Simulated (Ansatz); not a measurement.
The starting structures come from a database of crystals and need not be the phases stable at ambient conditions.

Given:

```
TiO2
1.0
    5.41331     0.00000     0.00000
    0.00000     5.47204     0.00000
    2.70666    -1.30233     2.37204
Ti O
2 4
Direct
  0.86589   0.25000   0.00000
  0.13411   0.75000   0.00000
  0.66878   0.66715   0.41998
  0.33122   0.33285   0.58002
  0.08876   0.83285   0.58002
  0.91124   0.16715   0.41998
```

Space group of this cell: C2/c. The cell is taken as given; by r2SCAN its mean pressure is -6.4 GPa.

Transport runs along the normal of the first two printed cell vectors.

The gap is the functional's own, uncorrected, and κ follows it; spin-orbit coupling is left out. Mid-gap values are interpolated between the computed energies.

Q: Compute, with r2SCAN (Ansatz, a first-principles code), the band gap and the smallest decay constant κ at mid-gap.

A: Gap 2.41 eV on a 12×6×12 mesh; κ = 0.302 1/Å, at the zone centre.
